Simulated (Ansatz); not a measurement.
## How the lattice parameter a of CdSe (model structure, started from the h-BN type, P6₃/mmc, No. 194, 4 atoms in the cell) moves with the method

No measured value is used here.

| level (code) | value (Å) |
|---|---|
| PBE (Ansatz) | ___ |
| PBEsol (Ansatz) | 4.571 |
| PBE-D3(BJ) (Ansatz) | 4.589 |

Question: What belongs in the gaps?

Answer: 
- PBE (Ansatz, a first-principles code), value (Å): 4.640

Ansatz's density-functional and Hartree–Fock values are scalar-relativistic unless marked +SOC, with PAW data made under PBE.

A model structure was made by putting elements into a prototype or built by hand; it is no filed structure, need not be a known phase, and can be a saddle point held by its symmetry.
